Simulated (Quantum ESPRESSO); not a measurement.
Quantum ESPRESSO 7.5, DFT, PBE, plane waves, PseudoDojo 0.5 standard norm-conserving PBE (local tails restored to the Coulomb form): Cu(100) slab of 5 layers, 1x1 (Cu5), unrelaxed, 5 atoms. Basis and mesh were picked for this test and aren't claimed converged.

- cell = 2.56, 2.56, 21.23 Å; 90, 90, 90°
- task = scf
- k mesh = 9×9×1
- ecutwfc = 92 Ry
- ecutrho = 368 Ry
- occupations = smearing
- smearing = mv
- degauss = 0.02 Ry
- conv_thr = 5e-09 Ry
- tprnfor = true
- tstress = false
- k-point pools (-nk) = 8
- diagonalization = david (default)
- k-points computed = 15
- bands = 58
- electrons = 95
- G-vectors of the density = 111453
- FFT grid = 30×30×250
- symmetry operations = 16

Machine: one whole node, Intel Xeon 6 (Granite Rapids), 96 cores on 1 socket, 2 hardware threads a core, 3 L3 cache groups, 3 NUMA nodes.

Times are wall-clock medians of two to five runs, from launch to exit, with nothing else on the machine. Unless noted, each process is bound to its own block of adjacent cores. The build: conda-forge: Open MPI 5.0, OpenMP, OpenBLAS 0.3.34 (pthreads), FFTW, ScaLAPACK, ELPA; another build can shift the numbers. Scratch files lie in a memory file system.

All on 96 ranks. Base settings, kept where nothing else is said: mixing_mode = plain (default), mixing_beta = 0.7 (default), mixing_ndim = 8 (default). The settings tried:
- mixing_mode = local-TF, mixing_beta = 0.2
- mixing_mode = TF, mixing_beta = 1
- mixing_mode = TF
- mixing_mode = TF, mixing_beta = 0.4
- mixing_ndim = 4
- mixing_beta = 0.2
- mixing_ndim = 16
- mixing_beta = 1
- mixing_ndim = 2
- mixing_mode = local-TF, mixing_beta = 0.4
- mixing_mode = TF, mixing_beta = 0.1
- mixing_beta = 0.1
- mixing_mode = local-TF, mixing_beta = 0.1
- mixing_beta = 0.4
- mixing_mode = TF, mixing_beta = 0.2
- mixing_mode = local-TF
- the base settings

Which setting needs the fewest SCF iterations, and is it also the fastest?

Fewest SCF iterations, with those close behind: the base settings (12); mixing_beta = 0.4 (12); mixing_beta = 1 (12); mixing_mode = local-TF (12); mixing_ndim = 16 (12); mixing_beta = 0.2 (13). Shortest time: mixing_beta = 0.4, 3.5 s; level within 8 % or the scatter of repeats: the base settings; mixing_beta = 1; mixing_ndim = 16; mixing_beta = 0.2. All converged.

```json
[
 {"setting": "mixing_beta = 0.4", "SCF iterations": "12", "wall time": "3.5 s"},
 {"setting": "mixing_ndim = 16", "SCF iterations": "12", "wall time": "3.6 s"},
 {"setting": "mixing_beta = 1", "SCF iterations": "12", "wall time": "3.6 s"},
 {"setting": "the base settings", "SCF iterations": "12", "wall time": "3.6 s"},
 {"setting": "mixing_beta = 0.2", "SCF iterations": "13", "wall time": "3.7 s"},
 {"setting": "mixing_ndim = 4", "SCF iterations": "15", "wall time": "4.1 s"},
 {"setting": "mixing_beta = 0.1", "SCF iterations": "15", "wall time": "4.1 s"},
 {"setting": "mixing_mode = local-TF", "SCF iterations": "12", "wall time": "4.2 s"},
 {"setting": "mixing_mode = local-TF, mixing_beta = 0.4", "SCF iterations": "14", "wall time": "4.5 s"},
 {"setting": "mixing_mode = local-TF, mixing_beta = 0.2", "SCF iterations": "17", "wall time": "5.1 s"},
 {"setting": "mixing_mode = TF, mixing_beta = 1", "SCF iterations": "21", "wall time": "5.5 s"},
 {"setting": "mixing_mode = local-TF, mixing_beta = 0.1", "SCF iterations": "20", "wall time": "6.1 s"},
 {"setting": "mixing_mode = TF", "SCF iterations": "26", "wall time": "6.4 s"},
 {"setting": "mixing_mode = TF, mixing_beta = 0.4", "SCF iterations": "30", "wall time": "7.0 s"},
 {"setting": "mixing_mode = TF, mixing_beta = 0.2", "SCF iterations": "40", "wall time": "8.8 s"},
 {"setting": "mixing_mode = TF, mixing_beta = 0.1", "SCF iterations": "53", "wall time": "11 s"},
 {"setting": "mixing_ndim = 2", "SCF iterations": "81", "wall time": "20 s"}
]
```
